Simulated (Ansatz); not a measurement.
**MgF2 under a change: F vacancy, symmetric start**

Start from a 12-atom supercell of MgF2 in the rutile structure (space group P4_2/mnm, No. 136; a = 4.6984 Å, c = 3.0928 Å) at its relaxed geometry.

Now apply this change: one F atom is removed, atoms relaxed at fixed cell.

The values are results of Ansatz (a quantum-chemistry and plane-wave program) PBE, scalar-relativistic without spin-orbit coupling, not measurements. k-mesh 5×5×5 (Γ-centred); smearing 0.01 eV (Fermi–Dirac).

The pressure goes from zero to 0.6 GPa and the energy gained by relaxation is 0.00 eV. The mean distance from the defect site to its nearest host atoms increases by 0.02 bohr to 3.84 bohr.

Final structure:

```
Mg4F7
1.0
    4.69838     0.00000    -3.09284
    0.00000     4.69838    -3.09284
    0.00000     4.69838     3.09284
Mg F
4 7
Direct
  0.99850   0.00000   0.99850
  0.00075   0.50000   0.50075
  0.50062   0.74831   0.75231
  0.50062   0.25169   0.24892
  0.30374   0.50000   0.80374
  0.80386   0.44567   0.75090
  0.80386   0.94704   0.24953
  0.19657   0.05296   0.75090
  0.19657   0.55433   0.24953
  0.69393   0.00000   0.69393
  0.69740   0.50000   0.19740
```

Cost of the whole job for the changed cell (relaxation, final SCF and bands): around 3 core-minutes (rough).

The magnetic state is the one reached from the starting moments; the real material's order can differ, and small cells can't hold many antiferromagnetic ones. In so small a cell the defect repeats every few ångströms: this is an ordered compound, not a dilute defect. The mesh was chosen for an insulator and is coarse for the gapless case. The defect started on the symmetric site and kept its symmetry, so it may sit on a saddle. The defect cell is spin-polarised and ends with 1.0 μB.
